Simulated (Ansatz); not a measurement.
System: CsCl-type RuAl. Method: RPBE (Ansatz, a program for electronic structure, PAW).

Run with plane-wave cutoff 520 eV, 16×16×16 k mesh, Fermi–Dirac smearing 0.1 eV, perturbation theory, no spin polarisation, scalar-relativistic PAW data made under PBE.

Computed at the level's own relaxed cell.

Estimate the zone-centre TO phonon frequency that the calculation returns.


- zone-centre TO phonon frequency: 302 cm⁻¹

It cost about 4 core-minutes (a rough figure) of CPU time.
